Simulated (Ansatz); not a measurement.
Input and output of a self-consistent single point for Ag (Fm-3m, 1 atom in the cell) (Ansatz, a first-principles code)

Level of theory: PBE (plane waves, PAW; Ansatz).

This input was run:

Ansatz 0.2 input:
```yaml
# Ag
crystal:
  lattice:
    - [0.000000, 2.045000, 2.045000]
    - [2.045000, 0.000000, 2.045000]
    - [2.045000, 2.045000, 0.000000]
  atoms:
    - { symbol: Ag, position: [0.000000, 0.000000, 0.000000] }
basis:
  ecutwfc: 420.0
kpoints:
  mp_grid:
    grid: [14, 14, 14]
hamiltonian:
  xc: pbe
  pseudopotentials:
    kind: paw
scf:
  occupations:
    method: gaussian
    width: 0.1
output:
  forces: true
  eigenvalues: true
  stress: true
```

Output (repeated stretches shortened):

```
WARN ansatz: RAYON_NUM_THREADS=1 ignored (pool sized by the plan → 1); use --threads N
Pseudopotentials: kind: paw
Pseudopotential: Ag, paw, valence charge 19
Crystal: 1 atoms, lattice volume = 17.104 Å³
Basis set: ecut = 420 eV, 331 PW (Γ), exchange–correlation on 40×40×40 points (8 copies of the dense FFT grid, shifted against one another)
Bands: 14, of which v1, the nominal top of the filled ones, is band 10 counted from 1 (9 counted from 0)
Symmetry: 48 space group operations
Space group: Fm-3m (ITA 225), of the structure as read, at distance tolerance 2.6e-5 Å
k-points: 104 of 2744
Initial density: superposition of atomic densities (neutral atoms: chi_scale 0, normalization atom), corrected by the library's trained network
Initial wavefunctions: pseudopotential atomic-orbital guess
Eigensolver: davidson
Functional: x = pbe(κ = 0.804, μ = 0.2195149727645171), c = pbe(β = 0.06672455060314922)
SCF iter   1: F=—  HF=-7590.544046 eV  |F-HF|=—  |Δ(HF+E_count)|=         —  Δρ=8.25e-4  dr2=1.61e-5  ethr=1.77e-3  ⟨swp⟩=4.6  Hψ=7233  notcnv=0
all-band conjugate gradients solve this SCF's bands
preconditioner: auto → none
SCF iter   2: F=—  HF=-7590.544244 eV  |F-HF|=—  |Δ(HF+E_count)|=   1.98e-4  Δρ=4.66e-4  dr2=6.12e-6  ethr=8.49e-8  ⟨swp⟩=2.1  Hψ=3301  notcnv=0
SCF iter   3: F=—  HF=-7590.544287 eV  |F-HF|=—  |Δ(HF+E_count)|=   4.24e-5  Δρ=9.97e-5  dr2=1.50e-6  ethr=3.22e-8  ⟨swp⟩=2.0  Hψ=1995  notcnv=0
iter 4 did not close the SCF: its close was put off for the readings that it lacked (scf_convergence_deferred on its scf_iter line)
SCF iter   4: F=-7590.544286 eV  HF=-7590.544286 eV  |F-HF|=4.27e-8  |Δ(HF+E_count)|=   3.92e-7  Δρ=2.23e-5  dr2=3.98e-8  ethr=7.91e-9  ⟨swp⟩=2.1  Hψ=1988  notcnv=0
iter 5 did not close the SCF: its close was put off for the readings that it lacked (scf_convergence_deferred on its scf_iter line)
SCF iter   5: F=-7590.544286 eV  HF=-7590.544286 eV  |F-HF|=3.93e-9  |Δ(HF+E_count)|=   4.10e-8  Δρ=5.17e-6  dr2=8.05e-10  ethr=2.09e-10  ⟨swp⟩=2.1  Hψ=1725  notcnv=0
SCF iter   6: F=-7590.544286 eV  HF=-7590.544286 eV  |F-HF|=6.00e-11  |Δ(HF+E_count)|=   4.07e-9  Δρ=6.88e-7  dr2=8.20e-11  ethr=4.24e-12  ⟨swp⟩=1.8  Hψ=4338  notcnv=0
SCF 1 converged in 6 iterations: F = -7590.544286 eV  dr2 = 8.20e-11
SCF converged after 6 iterations
Free energy (F): -7590.544286 eV
Harris-Foulkes:  -7590.544286 eV  (|F-HF|=6.00e-11)
Internal energy: -7590.542899 eV  (E = F + TS)
E sigma→0 (E₀):  -7590.543593 eV
Entropy (-TS):   -0.001387 eV (-1.387 meV/atom)
Fermi energy:    17.228775 eV
--- Per-component energies (eV) ---
  E_band       = -235.236694
  E_kinetic    = 527.514671
  E_local      = -2198.581215  (includes V_loc(G=0)·N_el)
  E_nonlocal   = 79.876729
  E_hartree    = 1001.211350
  E_xc         = -185.062398
  E_vxc        = -235.170913  (∫ρ·V_xc dr)
  E_paw        = -3901.888646  (= ΣΔE_a)
  E_vpaw       = -411.299560  (= ΣTr[D̂ρ^β])
  E_aug_tail   = 0.000329  (compensation charges beyond the density's cutoff)
  E_ewald      = -2913.613719
  E_smearing   = -0.001387  (= −TS)
  E_closure    = 0.000000  (closes the sum)
  Σ components = -7590.544286   (vs F -7590.544286, Δ=0.00e0)
--- Forces (eV/Å), atoms counted from 1 ---
  atom   1  Ag    -0.00000000     0.00000000    -0.00000000
  max |Σ_I F_I| component: 6.16e-32 eV/Å
--- Stress (GPa, compression-positive) ---
        4.291872      -0.000000       0.000000
       -0.000000       4.291872      -0.000000
       -0.000000       0.000000       4.291872
  P = ⅓ Tr σ = 4.2919 GPa (42.919 kbar)
  The stress holds the Pulay correction. Without it, at fixed plane waves, as pw.x and ABINIT print it: P = 4.2239 GPa
--- Band table (eV; the first three rows and the last of 104) ---
  k-point 0: bands = ["-74.6646", "-38.0568", "-38.0568", "-38.0568", "9.5349", "12.5179", "12.5179", "12.5179", "13.5510", "13.5510", "33.1731", "36.7357", "36.7357", "36.7357"]
  k-point 1: bands = ["-74.6638", "-38.0648", "-38.0580", "-38.0580", "9.6939", "12.4818", "12.5616", "12.5616", "13.5346", "13.5346", "33.1924", "35.5091", "36.8058", "36.8058"]
  k-point 2: bands = ["-74.6614", "-38.0874", "-38.0614", "-38.0614", "10.1388", "12.4177", "12.6621", "12.6621", "13.5161", "13.5161", "32.2864", "34.1588", "36.9532", "36.9532"]
  k-point 103: bands = ["-74.6420", "-38.1752", "-38.1548", "-38.1198", "11.5806", "11.9269", "12.6008", "13.6100", "14.5540", "22.3657", "24.1233", "24.2321", "25.5695", "38.6346"]
```

The run converged in 6 iterations.

The starting cell has typed, rounded lattice constants, without a prior relaxation at this level. With a pressure of about 4 GPa the cell is away from its equilibrium volume at this level. Ansatz's pressure includes its estimate of the finite-basis (Pulay) stress.
